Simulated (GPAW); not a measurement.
# A self-consistent single point of Ti₃Nb (I4/mmm, 4 atoms in the cell) with GPAW

Method of the run: PBEsol, GPAW PAW datasets PBEsol (made by gpaw-setup) (plane waves; GPAW 25.7.0).

The input file:

```python
from ase import Atoms
from ase.units import GPa
from gpaw import GPAW, PW

atoms = Atoms(['Ti', 'Ti', 'Ti', 'Nb'],
              cell=[[-1.983898, 1.983898, 4.505883],
                    [1.983898, -1.983898, 4.505883],
                    [1.983898, 1.983898, -4.505883]],
              scaled_positions=[[0.750000, 0.250000, 0.500000],
                                [0.250000, 0.750000, 0.500000],
                                [0.500000, 0.500000, 0.000000],
                                [0.000000, 0.000000, 0.000000]],
              pbc=True)

calc = GPAW(mode=PW(800),
            xc='PBEsol',
            kpts=(6, 6, 6),
            occupations={'name': 'methfessel-paxton', 'width': 0.1, 'order': 1},
            nbands=-10,
            convergence={'density': 1e-05},
            symmetry={'symmorphic': False, 'tolerance': 0.0005},
            maxiter=100,
            txt='-')

atoms.calc = calc

energy = atoms.get_potential_energy()
print('Energy (eV):', round(energy, 6))
forces = atoms.get_forces()
print('Forces (eV/Ang):')
print(forces.round(5))
stress = atoms.get_stress()
print('Stress (GPa, Voigt):', (stress / GPa).round(4))
```

Output (repeated stretches shortened):

```
Input parameters:
  convergence: {density: 1e-05}
  kpts: [6 6 6]
  maxiter: 100
  mode: {ecut: 800.0,
         name: pw}
  nbands: -10
  occupations: {name: methfessel-paxton,
                order: 1,
                width: 0.1}
  symmetry: {symmorphic: False,
             tolerance: 0.0005}
  xc: PBEsol

species:
  Ti:
    name: Titanium
    Z: 22.0
    valence: 12
    core: 10
    charge: 0.0
    file: Ti.PBEsol.gz

    # Using partial waves for Ti as LCAO basis

  Nb:
    name: Niobium
    Z: 41.0
    valence: 13
    core: 28
    charge: 0.0
    file: Nb.PBEsol.gz

    # Using partial waves for Nb as LCAO basis

Reference energy: -173441.854941  # eV

Spin-paired calculation

Convergence criteria:
 Maximum [total energy] change in last 3 cyles: 0.0005 eV / valence electron
 Maximum integral of absolute [dens]ity change: 1e-05 electrons / valence electron
 Maximum integral of absolute [eigenst]ate change: 4e-08 eV^2 / valence electron
 Maximum number of scf [iter]ations: 100

Symmetries present (total): 16
Symmetries with fractional translations: 0
216 k-points: 6 x 6 x 6 Monkhorst-Pack grid
28 k-points in the irreducible part of the Brillouin zone
       k-points in crystal coordinates                weights
   0:     0.08333333   -0.08333333    0.08333333          4/216
   1:     0.08333333    0.08333333   -0.08333333          2/216
   2:     0.25000000   -0.25000000    0.08333333          8/216
   [... 7 lines left out ...]
          ...
  27:     0.41666667    0.41666667    0.41666667          8/216

Wave functions: Plane wave expansion
  Cutoff energy: 800.000 eV
  Number of coefficients (min, max): 3616, 3655
  Pulay-stress correction: 0.000000 eV/Ang^3 (de/decut=0.000000)

Occupation numbers: Methfessel-Paxton:
  width: 0.1000  # eV
  order: 1

Eigensolver

Densities:
  Coarse grid: 35*35*35 grid
  Fine grid: 70*70*70 grid
  Total Charge: 0.000000

Density mixing:
  Method: separate
  Backend: pulay
  Linear mixing parameter: 0.05
  old densities: 5
  Damping of long wavelength oscillations: 50

Hamiltonian:
  XC and Coulomb potentials evaluated on a 70*70*70 grid
  External potential:
    NoExternalPotential

XC parameters: PBEsol with 2 nearest neighbor stencil

Number of atoms: 4
Number of atomic orbitals: 52
Number of bands in calculation: 34
Number of valence electrons: 49
Bands to converge: occupied

Density initialized from atomic densities
  34 bands from LCAO basis set

Atomic positions and initial magnetic moments

Positions:
   0 Ti     0.000000    1.983898    2.252941    ( 0.0000,  0.0000,  0.0000)
   1 Ti     1.983898    0.000000    2.252941    ( 0.0000,  0.0000,  0.0000)
   2 Ti     0.000000    0.000000    4.505883    ( 0.0000,  0.0000,  0.0000)
   3 Nb     0.000000    0.000000    0.000000    ( 0.0000,  0.0000,  0.0000)

Unit cell:
           periodic     x           y           z      points  spacing
  1. axis:    yes   -1.983898    1.983898    4.505883    35     0.1038
  2. axis:    yes    1.983898   -1.983898    4.505883    35     0.1038
  3. axis:    yes    1.983898    1.983898   -4.505883    35     0.0802

  Lengths:   5.307983   5.307983   5.307983
  Angles:  136.104932 136.104932  63.818150

Effective grid spacing dv^(1/3) = 0.1183

     iter     time        total  log10-change:
                         energy   eigst   dens
iter:   1 --:--:--   -34.362982
iter:   2 --:--:--   -33.768805   -0.93  -1.24
iter:   3 --:--:--   -32.745791   -0.59  -1.27
iter:   4 --:--:--   -32.450615   -1.10  -1.41
iter:   5 --:--:--   -32.329152   -1.27  -1.55
iter:   6 --:--:--   -32.343636   -1.09  -1.73
iter:   7 --:--:--   -32.502260   -1.38  -2.09
iter:   8 --:--:--   -32.341859   -1.45  -1.85
iter:   9 --:--:--   -32.305521   -2.00  -2.02
iter:  10 --:--:--   -32.295151   -2.33  -2.41
iter:  11 --:--:--   -32.295427c  -3.15  -2.81
iter:  12 --:--:--   -32.296508c  -3.51  -2.89
iter:  13 --:--:--   -32.295583c  -4.39  -2.87
iter:  14 --:--:--   -32.295231c  -3.94  -3.05
iter:  15 --:--:--   -32.295281c  -3.61  -3.32
iter:  16 --:--:--   -32.295217c  -4.75  -3.43
   [... 4 lines left out ...]
iter:  21 --:--:--   -32.295226c  -7.07  -4.34
iter:  22 --:--:--   -32.295226c  -7.28  -4.38
iter:  23 --:--:--   -32.295227c  -7.33  -4.39
iter:  24 --:--:--   -32.295226c  -7.39  -4.47
iter:  25 --:--:--   -32.295225c  -7.33  -4.65
iter:  26 --:--:--   -32.295226c  -8.14c -4.88
iter:  27 --:--:--   -32.295226c  -7.42c -4.90
iter:  28 --:--:--   -32.295225c  -8.60c -5.14c

Converged after 28 iterations.

Dipole moment: (0.000000, -0.000000, -0.000000) |e|*Ang

Energy contributions relative to reference atoms: (reference = -173441.854941)

Kinetic:         +8.528316
Potential:      -13.670902
External:        +0.000000
XC:             -27.196964
Entropy (-ST):   -0.003494
Local:           +0.046654
SIC:             +0.000000
--------------------------
Free energy:    -32.296390
Extrapolated:   -32.295225

Showing only first 2 kpts
 Kpt  Band  Eigenvalues  Occupancy
  0    22      8.34796    2.00000
  0    23      8.47135    2.00000
  0    24      8.80819    2.07088
  0    25      9.19040   -0.00141

  1    22      7.98459    2.00000
  1    23      8.95053    0.65441
  1    24      9.12494   -0.01854
  1    25      9.12495   -0.01854

Fermi level: 8.92962

No gap
No difference between direct/indirect transitions
Energy (eV): -32.295225

Forces in eV/Ang:
  0 Ti    0.00000    0.00000    0.00000
  1 Ti    0.00000    0.00000    0.00000
  2 Ti    0.00000    0.00000    0.00000
  3 Nb    0.00000    0.00000    0.00000

Stress tensor:
     0.037979    -0.000000    -0.000000
    -0.000000     0.037979     0.000000
    -0.000000     0.000000     0.039199
Stress (GPa, Voigt): [ 6.0849  6.0849  6.2803  0.     -0.     -0.    ]
```

The run converged in 28 iterations. GPAW prints stress with tension positive.

The starting cell comes from a database of computed structures (which also holds hypothetical and non-ambient phases and stackings), without a prior relaxation at this level. Its lattice was rescaled by a random factor within 2.5 % of one. Spin polarisation is off. With a pressure of about -6 GPa the cell is away from its equilibrium volume at this level.

Cost on one core of a shared machine: roughly 4 min.
